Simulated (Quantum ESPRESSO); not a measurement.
## Habitual settings against a tight run: BaAl (Pnma, 8 atoms in the cell)

Self-consistent single point.

```
CELL_PARAMETERS angstrom
      9.66466     0.00000     0.00000
      0.00000     4.62734     0.00000
      0.00000     0.00000     6.31148
ATOMIC_POSITIONS crystal
  Ba 0.67861 0.25000 0.08593
  Ba 0.32139 0.75000 0.91407
  Ba 0.82139 0.75000 0.58593
  Ba 0.17861 0.25000 0.41407
  Al 0.02261 0.25000 0.91555
  Al 0.97739 0.75000 0.08445
  Al 0.47739 0.75000 0.41555
  Al 0.52261 0.25000 0.58445
```

Computed with PBEsol, PseudoDojo standard norm-conserving (PBESOL) pseudopotentials (plane waves; Quantum ESPRESSO).

Base settings: ecutwfc = 60 Ry; occupations = smearing; smearing = methfessel-paxton; degauss = 0.019992 Ry; potentials = {Ba: Ba.upf, Al: Al.upf}; K_POINTS = automatic 3 6 4 0 0 0; conv_thr = 1e-10 Ry.

Tight run (finer mesh or higher cutoff; not a proven limit): ecutwfc: 60 Ry → 84 Ry; conv_thr: 1e-10 Ry → 7.3e-11 Ry; K_POINTS: automatic 3 6 4 0 0 0 → automatic 5 9 6 0 0 0. It gave Fermi level (on the code's own zero) 6.80 eV; pressure 0.31 GPa; largest force (vector length) 0.111 eV/Å.

Quick runs, as changes from the base:
- A: the base itself
- B: ecutwfc: 60 Ry → 42 Ry; K_POINTS: automatic 3 6 4 0 0 0 → automatic 4 4 4 0 0 0; potentials: PseudoDojo standard norm-conserving (LDA) [LDA (PW92)]
- C: ecutwfc: 60 Ry → 36 Ry; smearing: methfessel-paxton → gaussian; K_POINTS: automatic 3 6 4 0 0 0 → automatic 3 3 3 0 0 0
- D: ecutwfc: 60 Ry → 30 Ry; K_POINTS: automatic 3 6 4 0 0 0 → automatic 2 2 2 0 0 0
- E: ecutwfc: 60 Ry → 48 Ry; smearing: methfessel-paxton → marzari-vanderbilt; degauss: 0.019992 Ry → 0.036749 Ry; K_POINTS: automatic 3 6 4 0 0 0 → automatic 6 6 6 0 0 0

Energies are extrapolated to zero smearing width, which holds to low order in the width alone (under cold and Methfessel-Paxton smearing the free energy itself is taken).

Dashes: energy of B, another energy zero; time of D, under 30 s.

† marks runs with another functional, U, potentials or spin treatment: their distance from the tight run is not a convergence error alone.

The count of work is k-points × plane waves × bands × iterations; it is no time. Core times come from one kind of shared machine and are given to one figure; runs under 30 s give none.

The starting cell comes from a database of computed structures (which also holds hypothetical and non-ambient phases and stackings), without a prior relaxation at this level. Its lattice was rescaled by a random factor within 2.5 % of one.

| run | energy less tight (meV/atom) | pressure less tight (GPa) | largest miss in a force vector (eV/Å) | count of work / tight | core time / tight (rough) |
|---|---|---|---|---|---|
| A | 1.6 | -0.01 | 0.008 | 0.24 | 0.2 |
| B† | – | -1.06 | 0.088 | 0.15 | 0.1 |
| C | 42.2 | -0.34 | 0.050 | 0.041 | 0.03 |
| D | 83.9 | -2.13 | 0.085 | 0.029 | – |
| E | -6.9 | 0.05 | 0.034 | 0.46 | 0.4 |

Among the runs at the tight run's level, the energy misses run from 1.6 to 83.9 meV/atom.

Left out of this page: 1 run of the series outside the window shown, repeating another row's setting, or not comparable.
